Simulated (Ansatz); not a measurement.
Zr, response to strain

Base system: Zr in the hcp (Mg type) structure (space group P6_3/mmc, No. 194; a = 3.182 Å, c = 5.124 Å; relaxed with 0.1 eV smearing). Axes: x lies along a and z along c of the hexagonal cell.

Strains are applied to the cell and any free atomic positions relax; under stress the whole cell relaxes.

Method: PBEsol (Ansatz, a program for electronic structure), spin-orbit coupling left out.

Notes on the quantities. energy relative to the base: free energy F.

```csv
variant,space group,energy relative to the base,shortest interatomic distance
base,P6_3/mmc (No. 194),0 meV/atom,3.153 Å
isotropic strain +2.23 %,P6_3/mmc (No. 194),+29 meV/atom,3.223 Å
uniaxial strain ε_xx = +2.66 %,Cmcm (No. 63),(withheld),(withheld)
tensor shear ε_xz = +0.14 %,C2/c (No. 15),0.0 meV/atom,3.149 Å
"uniaxial stress, 2 GPa compression along x",Cmcm (No. 63),+3.3 meV/atom,3.109 Å
```

Q: Complete the table.

A: 
- uniaxial strain ε_xx = +2.66 %, energy relative to the base: +6.5 meV/atom
- uniaxial strain ε_xx = +2.66 %, shortest interatomic distance: 3.156 Å

Beyond what the load breaks, stability against distortions was not tested. The final runs are not spin-polarised.
